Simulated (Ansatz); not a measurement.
## LaBr$_{2}$ (space group P6_3/mmc, No. 194; ferromagnetic; layered, stacked along the Cartesian z axis)

```
LaBr2
1.0
    4.09367     0.00000     0.00000
   -2.04683     3.54522     0.00000
    0.00000     0.00000    13.85845
La Br
2 4
Cartesian
  0.00000   0.00000  10.39384
  0.00000   0.00000   3.46461
  0.00000   2.36348   1.53658
  2.04683   1.18174  12.32188
  2.04683   1.18174   8.46580
  0.00000   2.36348   5.39265
```

All numbers come from plane-wave PAW DFT at the r2SCAN+rVV10 level (Ansatz, a program for electronic structure, 500 eV), no spin-orbit coupling. k-mesh 13×13×4 (Γ-centred); smearing 0.05 eV (Fermi–Dirac).

```json
{
 "volume_per_atom": "33.52 Å³",
 "density": "4.93 g/cm³",
 "band_gap": "0.80 eV, indirect, Γ → M",
 "magnetic_state": "ferromagnetic",
 "total_energy": "-3950.557 eV/atom (σ→0; compares only within this code and set-up)"
}
```

Other magnetic orders, which the real material may have, were not ruled out. No phonon test of stability was made. Where the two band edges lie in opposite spin channels, the gap is a spin-flip gap.
